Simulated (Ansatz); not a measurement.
The reference is WSi2 (space group I4/mmm, No. 139; a = 3.2292 Å, c = 7.8702 Å; relaxed with 0.1 eV smearing). Axes: x, y, z lie along a, b, c of the conventional cell.

Method: Ansatz (a first-principles code) PBE, scalar-relativistic without spin-orbit coupling, earlier PAW set.

Now apply this change: the cell is scaled by 1.0131 in all directions; the atoms relax in the strained cell.

Task: Predict the stress tensor and what it implies for the stiffness.

Result: Stress of the strained cell less that of the base (GPa, compression positive):
```
   -7.5     0.0     0.0
    0.0    -7.5     0.0
    0.0     0.0    -8.4
```

Then B = −ΔP/(ΔV/V₀) with ΔV/V₀ = 0.0398 gives secant stiffness values (nonlinear terms included at this strain): B (at held cell shape, above the free-shape value) ≈ 196 GPa.

As a check, the harmonic strain energy −½ V₀ Δσ:ε is 13 meV/atom; the computed energy rise is 14 meV/atom.

No phonon test of stability was made. The final runs are not spin-polarised.
